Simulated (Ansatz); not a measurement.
The reference is PbO₂ in the rutile structure (space group P4_2/mnm, No. 136).

```xyz
6
Lattice="5.0816 0.0000 0.0000 0.0000 5.0816 0.0000 0.0000 0.0000 3.4436" Properties=species:S:1:pos:R:3 pbc="T T T"
Pb     0.0000     0.0000     0.0000
Pb     2.5408     2.5408     1.7218
O      1.5650     1.5650     0.0000
O      4.1058     0.9759     1.7218
O      0.9759     4.1058     1.7218
O      3.5167     3.5167     0.0000
```

Level of theory: PBE (Ansatz, a first-principles code; PAW; 420 eV plane waves; spin-orbit coupling left out).

For the base:

```
Item       Result
--------  -------
Pressure  0.0 GPa
```

Perturbation: the cell is scaled by 0.9820 in all directions; the atoms relax in the strained cell.

Question: Estimate the effect on the energy relative to the base and pressure.

Answer: The energy grows by 17 meV/atom; the pressure (mean of the normal stresses, compression positive) goes from zero to 7.4 GPa.

No phonon test of stability was made. The final runs are not spin-polarised. Gaps under 0.05 eV, about the width of the smearing, are given as zero.
